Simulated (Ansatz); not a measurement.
## Fermi-surface data of ZrN (Fm-3m)

Given:

```
CELL_PARAMETERS angstrom
      0.00000     2.27613     2.27613
      2.27613     0.00000     2.27613
      2.27613     2.27613     0.00000
ATOMIC_POSITIONS crystal
  Zr 0.50000 0.50000 0.50000
  N  0.00000 0.00000 0.00000
```

These are PBEsol, rigid bands (plane waves, PAW, scalar-relativistic; Ansatz, a first-principles code) values and carry that method's errors. Geometry: cell and atoms relaxed with PBEsol.

```yaml
density of states at the Fermi level: 0.650 states/(eV·cell), both spins
bare Sommerfeld coefficient: 0.77 mJ/(mol of atoms·K²)
drude_plasma_energy: 8.9 eV
root-mean-square Fermi velocity: 1.1e6 m/s
resistivity times τ: 6.2 ×10⁻²² Ω·m·s
```

A metal at this level (no band gap); rigid bands, thermally averaged at 300 K, both spins. Spin-orbit coupling is left out. τ is one relaxation time for all states.
